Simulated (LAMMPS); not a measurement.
Molecular dynamics of a melt made from Ni (fcc), 256 atoms, at 2760 K and 0 GPa, brought to that temperature within a few picoseconds.

Computed with MD with a machine-learned potential, pair style snap, file Ni_Zuo_JPCA2020.quadratic.snap; code LAMMPS.

```
Item                                                                                                                                        Value
--------------------------------------------------------------  ---------------------------------------------------------------------------------
state found                                                                                                                                liquid
density                                                                                                                         7.33 ± 0.01 g/cm³
volume per atom                                                                                                              13.30 ± 0.02 Å³/atom
enthalpy per atom                                                                                                          -4.767 ± 0.004 eV/atom
first peak of g(r)                                                                                                             2.40 Å, height 2.4
coordination number                                                                                                      12.5 (counted to 3.46 Å)
most common Ni-Ni-Ni angle                                      at the 3° bin centred on 55.5°, after smoothing over three bins (mean of all 96°)
self-diffusion coefficient of Ni (not corrected for cell size)                                                          (1.3 ± 0.1) × 10^-4 cm²/s
mean frequency of the vibrational (phonon) density of states                                                                              4.7 THz
cost                                                                                                                 very roughly 10 core-minutes
```

Potential: file Ni_Zuo_JPCA2020.quadratic.snap of the LAMMPS distribution; its header cites Y. Zuo, C. Chen, X, Li, Z. Deng, Y. Chen, J. Behler, G. Csányi, A. V. Shapeev, A. P. Thompson, M. A. Wood, S. P. Ong, "Performance and Cost Assessment of Machine Learning Interatomic Potentials" J. Phys. Chem. A 124, 4, 731-745 (2020).

Caution: a run this short can hold a crystal over, or a liquid under, the potential's own melting point, which these runs don't give.

States go by the mean squared displacement: a species diffuses where it passes 1.5 Å², still rises and gives D over 1e-6 cm²/s; a crystal has left its structure where atoms lie 0.35 Å off their sites on average or a cubic box changes its shape by 3 %, or the axial ratios of another lie 8 % off the starting cell's, which the potential's own relaxation can also do.

Errors of D are the spread over four groups of atoms in one short run; a floor of about 5 %, a picked value, is safer.

The ± values are statistical; the model's systematic error is not in them.
